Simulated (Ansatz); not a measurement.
The parent structure is TiAl (space group P4/mmm, No. 123; a = 2.7973 Å, c = 4.0323 Å).

Level of theory: PBEsol (Ansatz, a first-principles code, PAW, scalar-relativistic without spin-orbit coupling).

Base values:

| Item | Result |
|---|---|
| Pressure | 0.0 GPa |

One thing is altered: every lattice vector is stretched by 2.64 %; the atoms relax in the strained cell.

Problem. What happens to the pressure and energy relative to the base?

Solution. The pressure (mean of the normal stresses, compression positive) goes from zero to -8.1 GPa; the energy grows by 34 meV/atom.

No phonon test of stability was made. All final runs are without spin polarisation.
